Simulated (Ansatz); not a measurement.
Data:

```yaml
crystal:
  lattice:
    - [0.00000, 3.18222, 3.18222]
    - [3.18222, 0.00000, 3.18222]
    - [3.18222, 3.18222, 0.00000]
  atoms:
    - { symbol: Ge, position: [0.00000, 0.00000, 0.00000] }
    - { symbol: Mg, position: [0.25000, 0.25000, 0.25000] }
    - { symbol: Mg, position: [0.75000, 0.75000, 0.75000] }
```

No spin polarisation.

Calculations: PBEsol, PAW, 420 eV (Ansatz, a first-principles code; without spin-orbit coupling). Γ-centred 13×13×13 mesh, Fermi–Dirac width 0.05 eV.

**Question.** What is the computed band gap?

**Answer.** 0.08 eV.

**Question.** Estimate the electron mass.

**Answer.** 0.55 mₑ along k, 0.18 mₑ across (at X).

**Question.** What gap character does the calculation give?

**Answer.** Indirect, Γ → X.

Effective masses come from finite differences of ±0.01 Å⁻¹. Along k means along the line from Γ to the band edge. Whether these cells are dynamically stable was not tested. The cell was made from Mg2Sn by this change: Sn → Ge. A zero or small gap of Mg2Ge can be the functional's error rather than a property of the material.
